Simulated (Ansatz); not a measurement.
The starting structures come from a database of crystals and need not be the phases stable at ambient conditions.

 Where the default PAW files enter, the runs use the earlier of Ansatz's two default sets.

**Evanescent states of BN (R3m, not sure to be the ambient phase, 2 atoms a cell, 9.0 Å³ an atom) along the normal of (100)**

These are r2SCAN (plane waves, PAW; Ansatz, a quantum-chemistry and plane-wave program) values and carry that method's errors.

The gap is the functional's own. No spin-orbit coupling. Mid-gap values are interpolated on the energy grid.

Energies count from the valence-band top; κ is the least over a 12×4 mesh across the current.

| E (eV) | κ (1/Å) | where |
|---|---|---|
| 0.11 | 0.140 | off Γ |
| 0.33 | 0.215 | off Γ |
| 0.55 | 0.263 | off Γ |
| 0.77 | 0.294 | off Γ |
| 0.99 | 0.309 | off Γ |
| 1.21 | 0.316 | Γ |
| 1.43 | 0.317 | Γ |
| 1.65 | 0.317 | Γ |
| 1.87 | 0.315 | Γ |
| 2.09 | 0.311 | Γ |
| 2.31 | 0.305 | Γ |
| 2.53 | 0.298 | Γ |
| 2.75 | 0.289 | Γ |
| 2.97 | 0.279 | Γ |
| 3.19 | 0.266 | Γ |
| 3.41 | 0.250 | Γ |
| 3.63 | 0.232 | Γ |
| 3.85 | 0.210 | Γ |
| 4.07 | 0.183 | Γ |
| 4.29 | 0.149 | Γ |
| 4.51 | 0.099 | Γ |

Q: How thick must the barrier be to attenuate the transmission by 10^8 when the electrodes' Fermi level lies at 0.99 eV, and what attenuation does that film give at 4.07 eV?

A: d = 8 ln 10 / (2 × 0.309) = 29.8 Å. At 4.07 eV it gives 8 × 0.183/0.309 = 4.7 decades.
